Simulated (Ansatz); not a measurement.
# LaGaO3, response to strain

The parent structure is LaGaO₃ (space group R-3c, No. 167).

```
LaGaO3
1.0
    2.76127     1.59422     4.42450
   -2.76127     1.59422     4.42450
    0.00000    -3.18845     4.42450
La Ga O
2 2 6
Direct
  0.25000   0.25000   0.25000
  0.75000   0.75000   0.75000
  0.00000   0.00000   0.00000
  0.50000   0.50000   0.50000
  0.75000   0.18459   0.31541
  0.25000   0.81541   0.68459
  0.31541   0.75000   0.18459
  0.68459   0.25000   0.81541
  0.18459   0.31541   0.75000
  0.81541   0.68459   0.25000
```

Cartesian axes are those of the cell as printed.

Strains are applied to the cell and any free atomic positions relax; under biaxial strain the out-of-plane vector relaxes too.

Computed with PBEsol, PAW, 420 eV (Ansatz, an electronic-structure program; no SOC).

Notes on the quantities. pressure: mean of the normal stresses, compression positive; energy relative to the base: free energy F.

| variant | band gap | width of the top valence band | pressure | gap character | energy relative to the base |
|---|---|---|---|---|---|
| base | 3.70 eV | 0.67 eV | 0.00 GPa | indirect, S₀ → Γ | 0 meV/atom |
| biaxial strain −2.79 %, plane normal [001], relaxed out of plane | 4.13 eV | 0.45 eV | 7.49 GPa | indirect, F → Γ | +22 meV/atom |
| biaxial strain +0.69 %, plane normal [001], relaxed out of plane | 3.57 eV | 0.73 eV | -1.68 GPa | indirect, S₀ → Γ | +1.3 meV/atom |
| uniaxial strain ε_zz = −2.55 % | 3.90 eV | 0.83 eV | 4.87 GPa | – | +7.8 meV/atom |
| uniaxial strain ε_zz = +3.36 % | 3.37 eV | 0.53 eV | -5.27 GPa | indirect, F → Γ | +12 meV/atom |

Whether these cells are dynamically stable was not tested.
